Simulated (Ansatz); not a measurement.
Given:

End structure of a constructed model of the (100) surface of rock-salt TaC, a layer of Mo, one atom over each Ta (bottom of the slab: a bare face, its two planes held):

```
CELL_PARAMETERS angstrom
      3.16473     0.00000     0.00000
      0.00000     3.16473     0.00000
      0.00000     0.00000    31.00000
ATOMIC_POSITIONS crystal
  C  0.00000 0.00000 0.26534
  Ta 0.50000 0.50000 0.26534
  C  0.50000 0.50000 0.33753
  Ta 0.00000 0.00000 0.33753
  C  0.00000 0.00000 0.40974
  Ta 0.50000 0.50000 0.40983
  C  0.50000 0.50000 0.48158
  Ta 0.00000 0.00000 0.48202
  C  0.00000 0.00000 0.55531
  Ta 0.50000 0.50000 0.55357
  C  0.50000 0.50000 0.62670
  Ta 0.00000 0.00000 0.62768
  Mo 0.00000 0.00000 0.71523
```

Slab: 13 atoms, 14.5 Å thick at the start; k 12x12x1, smearing 0.1 eV, dipole-corrected; 4 atoms held, the rest relaxed; symmetry of the start imposed; no spin, no spin-orbit, no U. In PBE it lies 2.77 eV a 1x1 cell over the lowest computed structure of the same composition (a layer of Mo, one atom over each C).

Give the work function of the top face at the level PBE (Ansatz, an electronic-structure program).

4.60 eV
